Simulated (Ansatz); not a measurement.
The reference is ZrO₂ in the fluorite structure (space group Fm-3m, No. 225).

```
CELL_PARAMETERS angstrom
      0.00000     2.54467     2.54467
      2.54467     0.00000     2.54467
      2.54467     2.54467     0.00000
ATOMIC_POSITIONS crystal
  Zr 0.00000 0.00000 0.00000
  O  0.25000 0.25000 0.25000
  O  0.75000 0.75000 0.75000
```

Computed with r2SCAN (Ansatz, a quantum-chemistry and plane-wave program), spin-orbit coupling left out.

For the base:

- Valley order = Γ 3.89 eV; X along ⟨100⟩ 4.29 eV; a point along ⟨110⟩, about 0.8 Å⁻¹ from Γ 4.29 eV; L along ⟨111⟩ 4.50 eV
- Lattice parameter a = 5.089 Å
- Smallest direct gap = 4.29 eV

It is then changed as follows: a hydrostatic pressure of 0.9 GPa.

**Question.** What happens to the valley order?

**Answer.** The valley order (the lowest conduction-band minima on the path, energy above the VBM, named in the base's zone) goes from Γ 3.89 eV; X along ⟨100⟩ 4.29 eV; a point along ⟨110⟩, about 0.8 Å⁻¹ from Γ 4.29 eV; L along ⟨111⟩ 4.50 eV to Γ 3.90 eV; X along ⟨100⟩ 4.30 eV; a point along ⟨110⟩, about 0.8 Å⁻¹ from Γ 4.30 eV; L along ⟨111⟩ 4.51 eV.

**Question.** Predict the new lattice parameter a.

**Answer.** The lattice parameter a decreases by 0.006 Å to 5.083 Å.

**Question.** What does the calculation give for the smallest direct gap after the change?

**Answer.** The smallest direct gap increases by 0.01 eV, from 4.29 eV to 4.30 eV.

Load acts through the strain it causes; cell and atoms are relaxed under it. No phonon test of stability was made. This is not the structure that ZrO2 has at room temperature and ambient pressure.
